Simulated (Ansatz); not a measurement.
**Elastic constant C12 of hexagonal WC at several levels of theory**

No measured value is used here.

```json
[
 {"level (code)": "LDA (Ansatz)", "value (GPa)": "253", "cell (Å³/atom)": "10.13"},
 {"level (code)": "PBE (Ansatz)", "value (GPa)": "224", "cell (Å³/atom)": "10.52"},
 {"level (code)": "PBEsol (Ansatz)", "value (GPa)": "240", "cell (Å³/atom)": "10.29"},
 {"level (code)": "r²SCAN (Ansatz)", "value (GPa)": "237", "cell (Å³/atom)": "10.42"},
 {"level (code)": "HSE06 (Ansatz)", "value (GPa)": "245", "cell (Å³/atom)": "10.28"}
]
```

Density-functional levels without +SOC have no spin–orbit coupling. HSE06: hybrids on metals are sensitive to the k mesh. Each level is taken at its own relaxed cell. Cutoffs and k meshes differ between the levels. Ansatz's density-functional and Hartree–Fock values are scalar-relativistic unless marked +SOC, with PAW data made under PBE.

Ansatz is an electronic-structure program.
